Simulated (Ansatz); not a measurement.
Adsorption energy and surface dipole of H on the 1x1 (111) surface of fcc Pt, one in a 1x1 cell, started at the site 'hollow Pt-Pt-Pt over Pt at depth 4.6 Å', worked from the runs' numbers; total energies count from the potentials' own zero.

Computed with PBE (plane waves to 420 eV, PAW; Ansatz, an electronic-structure program).

Set-up: 5 atoms, 6.9 Å thick at the start under the adsorbate (thin: gaps and levels are the slab's own); mesh 12x12x1; 0.1 eV smearing; dipole correction on; 2 atoms held, the rest relaxed; symmetry of the start imposed; no spin, no spin-orbit, no U, no dispersion correction. At the end it is bonded to 3 Pt. In PBE it is, or lies within 0.03 eV of, the lowest of the starts that converged.

```tsv
quantity	value
slab with the adsorbate	-50107.086 eV
clean slab, same cell and mesh	-50090.829 eV
reference, ½ H2(g)	-15.872 eV
area of the cell	6.82 Å²
change of the step from the bottom to the top vacuum level	-0.521 eV
```

Q: What is the adsorption energy against this reference?

A: E(slab + adsorbate) − E(slab) − E(reference) = -0.38 eV, so in this state the adsorbate is more stable than in the reference, at a coverage of 14.65 a nm².

Q: What dipole does adsorption add to the slab along the outward normal (Helmholtz relation, ε₀ = 0.005526 e/(V·Å))?

A: p = −ε₀·A·ΔV = 0.020 e·Å = 0.09 D; its positive end points to the vacuum, which lowers the vacuum level.
